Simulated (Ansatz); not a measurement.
## Several settings converged on Sb2Os (Pm, 6 atoms in the cell)

```xyz
6
Lattice="5.9475 0.0000 0.0000 0.0000 6.7033 0.0000 0.0000 0.0000 3.2334" Properties=species:S:1:pos:R:3 pbc="T T T"
Sb     1.9421     5.7548     1.6167
Sb     4.0554     0.9485     1.6167
Sb     4.8659     4.3002     0.0000
Sb     1.0816     2.4031     0.0000
Os     2.9737     3.3517     1.6167
Os     0.0000     0.0000     0.0000
```

Base method: LDA (PW92), default PAW files made with PBE (plane waves; Ansatz, a quantum-chemistry and plane-wave program).

Base settings: basis.ecutwfc = 30.9 Ry; kpoints.mp_grid.grid = 2 2 5; hamiltonian.xc = lda; hamiltonian.pseudopotentials = {kind: paw} (the program's default PAW files); scf.occupations.method = fermi_dirac; scf.occupations.width = 0.0037 Ry.

The count of work is k-points × plane waves × bands × iterations; it is no time. 

**The cutoff for other potential files**

Level: DFT, LDA (PW92), plane waves, harder PAW files (source: ansatz) made with PBE.

In this ladder: hamiltonian.pseudopotentials = {kind: paw, source: ansatz}.

The second cell is the first with its lattice scaled by 0.98.

The mesh stays at the base's, so the ladder's end is converged at best in this setting alone.

The first pressure column holds Ansatz's estimate of the finite-basis (Pulay) stress, which hides part of the cutoff error; the other is without it.

Only quantities that move along the ladder and can be compared are tabulated; the gap is left out on so coarse a mesh.

```tsv
basis.ecutwfc	free energy less the last step's (meV/atom)	energy of the compressed cell less the first (meV/atom)	pressure (GPa)	pressure without the Pulay estimate (GPa)	largest difference of a force vector from the last step's (eV/Å)	count of work / last
15.8 Ry	22989.19	-164.65	-8.72	-867.98	0.556	0.12
19.5 Ry	3899.55	-27.17	-1.95	-186.57	0.139	0.14
24.6 Ry	288.74	-3.16	-4.09	-23.03	0.019	0.20
30.1 Ry	10.66	6.59	-3.75	-4.80	0.001	0.28
35.3 Ry	0.99	6.51	-3.75	-3.78	0.000	0.35
42.3 Ry	0.59	6.52	-3.75	-3.76	0.000	0.47
52.9 Ry	0.25	6.51	-3.75	-3.76	0.000	0.65
70.6 Ry	0.00	6.51	-3.75	-3.76	0.000	1.0
```

Coarsest basis.ecutwfc that holds the pressure without the Pulay estimate within 0.2 GPa of the last step, with all finer ones: 35.3 Ry, at 0.35 of the last step's count of work; the step before is off by 1.0 GPa.

Coarsest basis.ecutwfc that holds the pressure within 1 GPa of the last step, with all finer ones: 24.6 Ry, at 0.20 of the last step's count of work; the step before is off by 1.8 GPa.

Coarsest basis.ecutwfc that holds the forces within 0.005 eV/Å of the last step, with all finer ones: 30.1 Ry, at 0.28 of the last step's count of work; the step before is off by 0.019 eV/Å.

The energy difference between the two cells stays within 1 meV/atom of the last step's from 30.1 Ry on, the total only from 35.3 Ry on: much of the error is common to both cells and cancels.

At the lowest cutoff the pressure without the Pulay estimate lies 864 GPa under the last step's, the usual sign of Pulay stress in an incomplete plane-wave basis.

**The relaxed cell against the cutoff**

On Sb₂Os (Pnnm, 6 atoms in the cell): atoms on their sites.

In this ladder: relax = cell and atoms.

The mesh stays at the base's, so the ladder's end is converged at best in this setting alone.

Only quantities that move along the ladder and can be compared are tabulated; the gap is left out on so coarse a mesh.

| basis.ecutwfc | relaxed volume (Å³/atom) | relaxation steps |
|---|---|---|
| 18.4 Ry | 20.798 | 44 |
| 21.7 Ry | 20.986 | 17 |
| 26.1 Ry | 20.934 | 9 |
| 30.9 Ry | 20.930 | 7 |
| 37.1 Ry | 20.929 | 7 |
| 46.3 Ry | 20.929 | 7 |
| 61.7 Ry | 20.929 | 7 |

Coarsest basis.ecutwfc that holds the relaxed volume within 0.021 Å³/atom of the last step, with all finer ones: 26.1 Ry; the step before is off by 0.058 Å³/atom.

At the lowest cutoff the cell relaxes to a volume 0.6 % smaller than at the highest. Ansatz relaxes on a stress corrected for the finite basis.

On the base run: the starting cell comes from a database of computed structures (which also holds hypothetical and non-ambient phases and stackings), without a prior relaxation at this level. Its lattice was rescaled by up to half a per cent. One atom was moved a little off its site on purpose.

Left out of this page: 1 run of the series failed or unconverged.

Keys are those of Ansatz 0.2.
